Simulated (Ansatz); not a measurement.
Take ZrS2 in the CdI2 type structure (space group P-3m1, No. 164; a = 3.635 Å, c = 5.720 Å; layered, stacked along the Cartesian z axis) as the base. Axes: x lies along a and z along c of the hexagonal cell.

Level of theory: PBE-D3(BJ) (Ansatz, a quantum-chemistry and plane-wave program), without spin-orbit coupling, earlier PAW set.

Base values:

* **Volume per atom**: 21.82 Å³
* **Band gap**: 0.66 eV
* **Smallest direct gap**: 1.41 eV

Perturbation: biaxial strain +0.21 %, plane normal [001], relaxed out of plane (Cartesian); in-plane vectors clamped, the third vector and the atoms free.

### Question
How does this affect the volume per atom?

### Answer
The volume per atom grows by 0.07 Å³, from 21.82 Å³ to 21.89 Å³.

### Question
How does this affect the band gap?

### Answer
The band gap grows by 0.01 eV to 0.67 eV.

### Question
What does the calculation give for the smallest direct gap after the change?

### Answer
The smallest direct gap shrinks by 0.01 eV to 1.40 eV.

### Question
Estimate the effect on the in-plane stress.

### Answer
The mean in-plane stress (compression positive) amounts to -0.3 GPa.

No phonon test of stability was made.
